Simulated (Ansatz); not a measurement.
Computed with PBE (plane waves to 420 eV, PAW; Ansatz, a quantum-chemistry and plane-wave program).

Plane-averaged electrostatic potential energy along the normal, in eV from the Fermi level, for a constructed model of the (0001) surface of hcp Ru, (√3x√3)R30° layer of C, one a cell, in the other hollow (bottom of the slab: a bare face, its two planes held):…

```tsv
z (Å)	V (eV)
3.56	5.05
3.86	5.05
4.16	5.05
4.45	5.05
4.75	5.04
5.05	5.02
5.34	4.98
5.64	4.90
5.94	4.72
6.23	4.36
6.53	3.58
6.83	1.94
7.12	-1.78
7.42	-11.16
7.72	-22.72
8.02	-27.96
8.31	-22.85
8.61	-11.43
8.91	-2.84
9.20	-2.14
9.50	-9.09
9.80	-20.83
10.09	-28.04
10.39	-25.25
10.69	-14.57
10.98	-4.43
11.28	-1.95
11.58	-6.96
11.88	-18.33
12.17	-27.17
12.47	-26.57
12.77	-16.99
13.06	-5.90
13.36	-1.66
13.66	-4.52
13.95	-14.85
14.25	-25.39
14.55	-27.89
14.84	-20.42
15.14	-8.79
15.44	-2.33
15.73	-3.67
16.03	-12.95
16.33	-24.11
16.62	-28.24
16.92	-22.17
17.22	-10.54
17.52	-2.53
17.81	-2.05
18.11	-8.98
18.41	-20.71
18.70	-28.02
19.00	-25.36
19.30	-15.41
19.59	-6.64
19.89	-2.81
20.19	0.54
20.48	3.45
20.78	4.72
21.08	5.21
21.38	5.41
21.67	5.49
21.97	5.52
22.27	5.53
22.56	5.54
22.86	5.54
23.16	5.54
23.45	5.54
23.75	5.54
24.05	5.54
24.34	5.54
```

Set-up: 19 atoms, 12.5 Å thick at the start; mesh 9x9x1; 0.1 eV smearing; dipole correction on; 6 atoms held, the rest relaxed; held to the start's symmetry, so lower structures may exist; no spin, no spin-orbit, no U. In PBE it lies 0.23 eV a 1x1 cell over the lowest computed structure of the same composition ((√3x√3)R30° layer of C, one a cell, on the site that continues the host's stacking).

Q: The surface cell has an area of 19.24 Å². What dipole along the normal does the step between the two vacuum levels imply?

A: the top vacuum level lies 0.49 eV above the bottom one; p = −ε₀ A ΔV (ε₀ = 0.005526 e/(V·Å)) gives -0.05 e·Å a cell.
